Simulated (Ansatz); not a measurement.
Consider C in the graphite type structure (space group P6_3/mmc, No. 194; a = 2.458 Å, c = 6.563 Å; layered, stacked along the Cartesian z axis). Axes: x lies along a and z along c of the hexagonal cell.

Structures relaxed with PBEsol-D3(BJ), PAW, 420 eV (Ansatz, a program for electronic structure; no SOC).

Base:

Simulated powder pattern, Mo Kα, λ = 0.71073 Å (kinematic, ideal powder, no thermal factors, no anomalous dispersion; the 8 strongest lines at most, above 2 %, up to 2θ = 40°):

```
2θ (°)  I/Imax (%)    hkl
------  ----------  -----
12.43          100  (002)
19.22          4.1  (100)
20.21           20  (101)
22.95          4.1  (102)
25.02          7.9  (004)
26.94          6.6  (103)
33.61          7.7  (110)
35.97           12  (112)
```

It is then changed as follows: the cell is compressed by 1.28 % along x with no lateral relaxation, atoms relaxed at fixed cell.

After the change:

Simulated powder pattern, Mo Kα, λ = 0.71073 Å (kinematic, ideal powder, no thermal factors, no anomalous dispersion; the 8 strongest lines at most, above 2 %, up to 2θ = 40°):

```
2θ (°)  I/Imax (%)       hkl
------  ----------  --------
12.43          100     (002)
20.21          7.1     (011)
20.39           13     (101)
25.02          7.9     (004)
27.07          4.2     (103)
33.72          5.0     (110)
36.07          7.9     (112)
36.39          3.9  (2 -1 2)
```

The indices refer to the base's conventional cell; one index is shown for lines that coincide. The space group is now Cmcm (No. 63).

The cells carry an imposed strain or load. Whether these cells are dynamically stable was not tested.
